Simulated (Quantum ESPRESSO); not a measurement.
A user runs Quantum ESPRESSO on HfSiO4 (I4_1/amd, 12 atoms in the cell) and asks whether the run is sound. The aim is a self-consistent single point with DFT, LDA (PZ), plane waves, GBRV 1.5 ultrasoft (LDA) pseudopotentials.

Cell that was meant: a = 5.4429 Å, b = 5.4429 Å, c = 5.4429 Å, α = 107.03°, β = 107.03°, γ = 114.47°.

Part of the input:

```fortran
/
&SYSTEM
  ibrav = 0
  nat = 13
  ntyp = 3
  ecutwfc = 40
  ecutrho = 320
[...]
O     0.6808000000    0.8659100000    0.1851100000
O     0.2456900000    0.9308000000    0.3148900000
O     0.6808000000    0.4956900000    0.8148900000
O     0.6773400000    0.4862010000    0.8159920000
K_POINTS {automatic}
3 3 3  0 0 0
CELL_PARAMETERS {bohr}
```

Log, with long lists cut:

```
     G-vector sticks info
     --------------------
     sticks:   dense  smooth     PW     G-vecs:    dense   smooth      PW
   [... lines left out ...]
        k(   12) = (  -0.5605898   0.2802949  -0.3079702), wk =   0.1481481
        k(   13) = (   0.5605898  -0.2802949  -0.3079702), wk =   0.1481481
        k(   14) = (   0.5605898  -0.0000000   0.0000000), wk =   0.1481481

     Dense  grid:    80483 G-vectors     FFT dimensions: (  60,  60,  60)

     Smooth grid:    28523 G-vectors     FFT dimensions: (  45,  45,  45)

     Initial potential from superposition of free atoms

     starting charge      81.9988, renormalised to      86.0000

     negative rho (up, down):  2.212E-01 0.000E+00
     Self-consistent Calculation

     iteration #  1     ecut=    40.00 Ry     beta= 0.70

     negative rho (up, down):  2.138E-01 0.000E+00

     total energy              =      54.55630569 Ry
     estimated scf accuracy    <       6.70473312 Ry

     iteration #  2     ecut=    40.00 Ry     beta= 0.70

     negative rho (up, down):  2.140E-01 0.000E+00

     total energy              =      56.50844359 Ry
     estimated scf accuracy    <      16.89102855 Ry

     iteration #  3     ecut=    40.00 Ry     beta= 0.70

     negative rho (up, down):  2.167E-01 0.000E+00

     total energy              =      52.23839299 Ry
     estimated scf accuracy    <       0.99623748 Ry

   [... 13 blocks of this kind left out ...]

     iteration # 17     ecut=    40.00 Ry     beta= 0.70

     negative rho (up, down):  2.195E-01 0.000E+00

     total energy              =      52.15417146 Ry
     estimated scf accuracy    <          3.3E-10 Ry

     iteration # 18     ecut=    40.00 Ry     beta= 0.70

     negative rho (up, down):  2.195E-01 0.000E+00
     End of self-consistent calculation

     the Fermi energy is    13.3168 ev

!    total energy              =      52.15417146 Ry
     estimated scf accuracy    <          2.2E-11 Ry
     smearing contrib. (-TS)   =      -0.00000924 Ry
     internal energy E=F+TS    =      52.15418070 Ry

     convergence has been achieved in  18 iterations

     negative rho (up, down):  2.195E-01 0.000E+00

     Forces acting on atoms (cartesian axes, Ry/au):

     atom    1 type  1   force =     0.23099338   -0.00262208    0.29824723
     atom    2 type  1   force =    -0.54471982   -0.00380071    0.11245061
     atom    3 type  2   force =    -0.01999384    0.00062381   -0.01720831
     atom    4 type  2   force =     1.22166776   -0.01410835   -1.07713097
   [... lines left out ...]
     Total force = 11392.295019     Total SCF correction =     0.000015
   [... lines left out ...]

     negative rho (up, down):  2.195E-01 0.000E+00
          total   stress  (Ry/bohr**3)                   (kbar)     P=    45460.91
   0.10046933  -0.13456575   0.23856460        14779.55   -19795.30    35094.06
  -0.13456575   0.19551011  -0.34919329       -19795.30    28760.53   -51368.11
   0.23856460  -0.34919329   0.63113152        35094.06   -51368.11    92842.65

   JOB DONE.
```

Problem. Is anything amiss in this input, and did it matter?

Solution. The run is not sound. The fault is one atom entered twice. Two nuclei at or near one point give a huge ion-ion repulsion and overlapping cores, and the electron count is too high as well. To fix it, remove the duplicate atom. The run converged in 18 iterations without an error; against the sound input the pressure goes from 5.07 to 4546 GPa and the gap on the mesh goes from 5.598 to 0.186 eV. The full log also holds: “c_bands:  2 eigenvalues not converged”.

The sound input it was made from differs as follows (other fixes are possible):
```diff
-  nat = 13
+  nat = 12
-O     0.6773400000    0.4862010000    0.8159920000
```

With that input, the run converged in 9 iterations: free energy E − TS -8115.4390 eV; top of the valence band (on the code's own zero) 8.49 eV; gap on the k-point mesh 5.60 eV; pressure 5.07 GPa; largest force (vector length) 0.467 eV/Å (DFT, LDA (PZ), plane waves, GBRV 1.5 ultrasoft (LDA) pseudopotentials).

On the sound input: the starting cell comes from a database of computed structures (which also holds hypothetical and non-ambient phases and stackings), without a prior relaxation at this level. Its lattice was rescaled by a random factor within 2.5 % of one. Spin-orbit coupling is off. With a pressure of about 5 GPa the cell is away from its equilibrium volume at this level.
